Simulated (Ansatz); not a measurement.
Take ZnS in the zinc blende structure (space group F-43m, No. 216; a = 5.389 Å) as the base. Axes: x, y, z lie along the cube axes.

All numbers come from plane-wave PAW DFT at the r2SCAN level (Ansatz, an electronic-structure program, 500 eV), no spin-orbit coupling.

Strains are applied to the cell and any free atomic positions relax.

One change was made to it. Results:

The valence-band top at Γ (three highest levels, from the VBM) becomes 0.00, -0.11, -0.11 eV (base: 0.00, 0.00, 0.00 eV); the band gap grows by 0.07 eV (2.70 eV → 2.77 eV); the energy increases by 6.0 meV/atom.

Question: Which change produced these results?
A. uniaxial strain ε_zz = −3.00 %
B. uniaxial strain ε_zz = −2.50 %
C. uniaxial strain ε_zz = −0.50 %
D. uniaxial strain ε_zz = −2.00 %
E. uniaxial strain ε_zz = −1.00 %

Answer: A, uniaxial strain ε_zz = −3.00 %. For comparison, the valence-band top at Γ in the other runs: uniaxial strain ε_zz = −1.00 % gives 0.00, -0.04, -0.04 eV; uniaxial strain ε_zz = −2.00 % gives 0.00, -0.07, -0.07 eV; uniaxial strain ε_zz = −2.50 % gives 0.00, -0.09, -0.09 eV; uniaxial strain ε_zz = −0.50 % gives 0.00, -0.02, -0.02 eV.

Stability against distortions was not tested.
